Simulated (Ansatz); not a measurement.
Amorphous cells of 8 compositions: the gap between the highest filled and lowest empty level at the zone centre, by PBE and by a single point of HSE06 on the same geometry (PBE, scalar-relativistic without spin-orbit coupling (plane waves to 420 eV, PAW; Ansatz, a program for electronic structure); exact exchange cut at the cells' faces). The networks come from melt-quench runs on the CHGNet potential at compositions and starting densities chosen by hand, with anions pushed apart in the CHGNet dynamics, and DFT then relaxed them. The cells are small and were quenched far faster than real films, so single cells scatter. Defect or tail levels can set these gaps. The rows are the first to finish with both values and no moments.

```json
[
 {"cell": "A (Si24O51W, 2.43 g/cm3)", "PBE gap x (eV)": "1.64", "HSE06 gap y (eV)": "3.10"},
 {"cell": "B (Si24O51Mo, 2.31 g/cm3)", "PBE gap x (eV)": "1.66", "HSE06 gap y (eV)": "3.11"},
 {"cell": "C (Si24O53Nb2, 2.26 g/cm3)", "PBE gap x (eV)": "3.37", "HSE06 gap y (eV)": "4.85"},
 {"cell": "D (Si24O51Sb2, 2.45 g/cm3)", "PBE gap x (eV)": "3.56", "HSE06 gap y (eV)": "4.78"},
 {"cell": "E (Si24O51La2, 2.51 g/cm3)", "PBE gap x (eV)": "4.06", "HSE06 gap y (eV)": "5.70"},
 {"cell": "F (Si24O51Lu2, 2.65 g/cm3)", "PBE gap x (eV)": "4.38", "HSE06 gap y (eV)": "6.12"},
 {"cell": "G (Si24O51Y2, 2.38 g/cm3)", "PBE gap x (eV)": "4.56", "HSE06 gap y (eV)": "withheld"},
 {"cell": "H (Si24O51Sc2, 2.28 g/cm3)", "PBE gap x (eV)": "4.62", "HSE06 gap y (eV)": "6.31"}
]
```

### Question
Fit a straight line through the 7 full rows and predict the withheld value for G (Si24O51Y2, 2.38 g/cm3).

### Answer
Means: x = 3.327, y = 4.853. Slope = Σ(Δx Δy) / Σ(Δx²) = 9.685 / 8.999 = 1.08; the r.m.s. residual is 0.141. Prediction: 4.853 + 1.08 × (4.56 − 3.327) = 6.18. The run gave 6.27, 0.09 above the line.
